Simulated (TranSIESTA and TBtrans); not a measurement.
Device: Ga chain with one H atom inserted. Leads: straight Ga chain, spacing 2.422 Å. Geometry: 3 atoms about the centre moved by SIESTA (PBE, DZP) to a largest force of 0.01 eV/Å, all others as built, motion along the axis alone. Transport runs along z; the first 6 and the last 6 of the 21 atoms are the lead cells, repeated to infinity.

```xyz
21
Lattice="9.000 0.000 0.000 0.000 9.000 0.000 0.000 0.000 49.368" Properties=species:S:1:pos:R:3 pbc="F F T"
Ga     4.500     4.500     0.000
Ga     4.500     4.500     2.422
Ga     4.500     4.500     4.844
Ga     4.500     4.500     7.266
Ga     4.500     4.500     9.688
Ga     4.500     4.500    12.110
Ga     4.500     4.500    14.532
Ga     4.500     4.500    16.954
Ga     4.500     4.500    19.376
Ga     4.500     4.500    21.757
H      4.500     4.500    23.473
Ga     4.500     4.500    25.189
Ga     4.500     4.500    27.570
Ga     4.500     4.500    29.992
Ga     4.500     4.500    32.414
Ga     4.500     4.500    34.836
Ga     4.500     4.500    37.258
Ga     4.500     4.500    39.680
Ga     4.500     4.500    42.102
Ga     4.500     4.500    44.524
Ga     4.500     4.500    46.946
```

Run with TranSIESTA and TBtrans (open boundaries, self-consistent; PseudoDojo norm-conserving potentials, scalar-relativistic): PAO.BasisSize DZP, PAO.EnergyShift 0.15 eV, XC.Authors PBE, Mesh.Cutoff 200 Ry, ElectronicTemperature 300 K, TS.Voltage 0.0 eV, TBT.Elecs.Eta 0.001 eV, no spin polarisation.

Energies count from the leads' Fermi level. Transmissions are for one spin of a degenerate pair. The energy step is 0.01 eV; narrower resonances are cut or missed.

| E (eV) | T |
|---|---|
| -0.20 | 1.94 |
| -0.15 | 2.17 |
| -0.10 | 2.29 |
| -0.05 | 2.34 |
| 0.00 | 2.34 |
| 0.05 | 2.32 |
| 0.10 | 2.28 |
| 0.15 | 2.22 |
| 0.20 | 2.16 |

**Question.** Give the zero-bias conductance in μS and the resistance at 300 K.

**Answer.** At the Fermi level T = 2.34. Averaged with −∂f/∂E over the full grid (kT = 25.9 meV) it is 2.33. With G0 = 2e²/h = 77.48 μS, G = 181 μS and R = 1/G = 5.52 kΩ.

**Question.** The eigenchannels at the Fermi level transmit 0.916, 0.714, 0.714. What Fano factor of the shot noise follows at low temperature and bias?

**Answer.** F = Σ τ(1 − τ)/Σ τ = 0.485/2.34 = 0.21.

The straight chain is held at its spacing; free chains may zigzag or dimerise. No spin-polarised start was tried, so a magnetic state, if there is one, is missed.
